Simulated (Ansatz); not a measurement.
By hand: formation energy of SiO2 (P4₁2₁2) from the elements

Consider the formation energy of SiO2 (P4₁2₁2) from the elements. Reaction: Si (diamond) + O2 (gas) → SiO2 (P4₁2₁2). A negative value means that the right-hand side lies lower. The value is per atom of the solid.

SiO2 (P4₁2₁2), 12 atoms in the cell. Conventional cell: a = b = 5.0831 Å, c = 7.0987 Å, α = β = γ = 90.00°.

Ansatz (a quantum-chemistry and plane-wave program) with PAW potentials; structures come from PBE relaxations, nuclei static, no net charge. Ansatz runs with its default PAW set. Other levels take these structures. The lattices are those relaxed with PBE, so at other levels the solids can be strained, which adds to the spread.

Total energies of the cells in eV, at zero smearing width. They compare only within one column; the weights balance every element.

| cell | atoms | weight | PBE+D3(BJ) | RPBE |
|---|---|---|---|---|
| SiO2 (P4₁2₁2) | 12 | +1 | -7097.72986 | -7122.92605 |
| Si (diamond) | 2 | −2 | -1272.23499 | -1277.80405 |
| O2 (gas) | 2 | −4 | -1129.94420 | -1133.88935 |

PBE+D3(BJ): (-7097.72986) − 2 × (-1272.23499) − 4 × (-1129.94420) = -33.483 eV; dividing by 12 atoms gives -2.79 eV/atom.

RPBE: (-7122.92605) − 2 × (-1277.80405) − 4 × (-1133.88935) = -31.761 eV; dividing by 12 atoms gives -2.65 eV/atom.

What follows from the PBE+D3(BJ) value: A formula unit of SiO2 has 3 atoms, so it forms with -2.7903 × 3 = -8.371 eV, or -807.7 kJ/mol at 96.485 kJ/mol per eV.
